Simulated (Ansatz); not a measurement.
ZnF2 in the CdCl2 type structure (space group R-3m, No. 166; a hypothetical phase, not in the database extracts checked)

```
CELL_PARAMETERS angstrom
      1.57533     0.90951     3.95245
     -1.57533     0.90951     3.95245
      0.00000    -1.81903     3.95245
ATOMIC_POSITIONS crystal
  Zn 0.00000 0.00000 0.00000
  F  0.25453 0.25453 0.25453
  F  0.74547 0.74547 0.74547
```

All numbers come from r2SCAN+rVV10, PAW, 500 eV (Ansatz, a program for electronic structure; without spin-orbit coupling). Settings: 12×12×12 k-points, 0.05 eV Fermi–Dirac smearing.

```json
{
 "volume_per_atom": "11.33 Å³",
 "density": "5.05 g/cm³",
 "band_gap": "4.61 eV, indirect, F → Γ",
 "electron_mass": "0.52 mₑ along c, 0.44 mₑ across",
 "Lowest conduction-band minima above the VBM": "Γ 4.61 eV",
 "total_energy": "-1648.363 eV/atom (σ→0; compares only within this code and set-up)"
}
```

Masses are band curvatures over ±0.01 Å⁻¹ around the edge. Gaps are read on the SCF mesh and a high-symmetry path. No phonon test of stability was made.
